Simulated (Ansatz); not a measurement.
## AlAu, pressure series

Take AlAu in the CsCl type structure (space group Pm-3m, No. 221; a = 3.1778 Å; a cell from a computed database, its experimental status unchecked) as the base.

Cell and atoms are relaxed at each pressure.

Level of theory: PBEsol/PAW in Ansatz (a program for electronic structure), without spin-orbit coupling.

| P (GPa) | V (Å³/atom) |
|---|---|
| -2.01 | 16.310 |
| -1.01 | 16.175 |
| 0.30 | 16.009 |
| 0.70 | 15.960 |
| 1.49 | 15.866 |
| 3.00 | 15.697 |
| 5.00 | 15.487 |
| 7.50 | 15.246 |
| 10.00 | 15.025 |

Problem. Fit a third-order Birch–Murnaghan equation of state.

Solution. Least squares on P(V) = (3B₀/2)[(V₀/V)^(7/3) − (V₀/V)^(5/3)]·[1 + (3/4)(B₀′ − 4)((V₀/V)^(2/3) − 1)] gives V₀ = 16.05 Å³/atom, B₀ = 129 GPa and B₀′ = 5.1.

Load acts through the strain it causes; cell and atoms are relaxed under it. Whether these cells are dynamically stable was not tested. No other phases were tried under pressure.
